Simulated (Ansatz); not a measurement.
# Defect calculation: C interstitial in rock-salt TiC

The numbers are results of PBE, PAW (plane waves to 420 eV; Ansatz, a first-principles code), not measurements. Set-up: 64-site cell; 4×4×4 shifted k-points; start: void with 4C4Ti nearest; no Hubbard U; energies good to tenths of an eV; the relaxation kept the symmetry of the starting site; relaxed from one start, so a lower configuration may exist.

Neighbours after relaxation, in Å: of the C atom: C 1.70, C 1.70, C 1.70, C 1.70.

Formation energies E_f are those of the neutral cell. Chemical conditions: C-rich (Δμ(C) = 0.00 eV; only phases computed here count, gases as isolated molecules at 0 K); Ti-rich (Δμ(C) = -1.33 eV, bounded by Ti2C (Fd-3m); only phases computed here count, gases as isolated molecules at 0 K). Reference phases: C: graphite.

The name describes the start; the neighbours show where the added atom ended.

```
charge         moment (μB)  point group  largest move off a lattice site (Å)  E_f, C-rich (eV)  E_f, Ti-rich (eV)
------  ------------------  -----------  -----------------------------------  ----------------  -----------------
0       not spin-polarised           Td                                 0.24              3.85               5.18
```

Point groups are those of the whole cell at tolerances of 0.03 and 0.1 Å ("near" where only the looser one holds); none is given for unsettled states.
